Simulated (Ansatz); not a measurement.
InAs, response to strain

The parent structure is InAs in the zinc blende structure (space group F-43m, No. 216; a = 6.026 Å). Axes: x, y, z lie along the cube axes.

Strains are applied to the cell and any free atomic positions relax; under biaxial strain the out-of-plane vector relaxes too.

Level of theory: Ansatz (a program for electronic structure) LDA, no SOC.

Notes on the quantities. energy relative to the base: free energy F; pressure: mean of the normal stresses, compression positive.

```csv
variant,energy relative to the base,pressure,shortest interatomic distance
base,0 meV/atom,0.0 GPa,2.609 Å
"biaxial strain −2.50 %, plane normal [111], relaxed out of plane",+14 meV/atom,2.2 GPa,2.575 Å
"biaxial strain −2.08 %, plane normal [111], relaxed out of plane",?,?,?
"biaxial strain −0.83 %, plane normal [111], relaxed out of plane",+1.5 meV/atom,0.7 GPa,2.597 Å
"biaxial strain −0.42 %, plane normal [111], relaxed out of plane",+0.4 meV/atom,0.3 GPa,2.603 Å
"biaxial strain +0.83 %, plane normal [111], relaxed out of plane",+1.4 meV/atom,-0.7 GPa,2.612 Å
"biaxial strain +1.25 %, plane normal [111], relaxed out of plane",+3.2 meV/atom,-1.0 GPa,2.613 Å
"biaxial strain +1.67 %, plane normal [111], relaxed out of plane",+5.7 meV/atom,-1.3 GPa,2.614 Å
"biaxial strain +2.08 %, plane normal [111], relaxed out of plane",+8.7 meV/atom,-1.6 GPa,2.614 Å
"biaxial strain +2.50 %, plane normal [111], relaxed out of plane",+13 meV/atom,-1.9 GPa,2.615 Å
```

Q: What belongs in the blanks?

A: 
- biaxial strain −2.08 %, plane normal [111], relaxed out of plane, energy relative to the base: +9.4 meV/atom
- biaxial strain −2.08 %, plane normal [111], relaxed out of plane, pressure: 1.8 GPa
- biaxial strain −2.08 %, plane normal [111], relaxed out of plane, shortest interatomic distance: 2.580 Å

A case with no gap was solved on a k-mesh chosen for an insulator, which is coarse for it. Stability against distortions was not tested. All final runs are without spin polarisation.
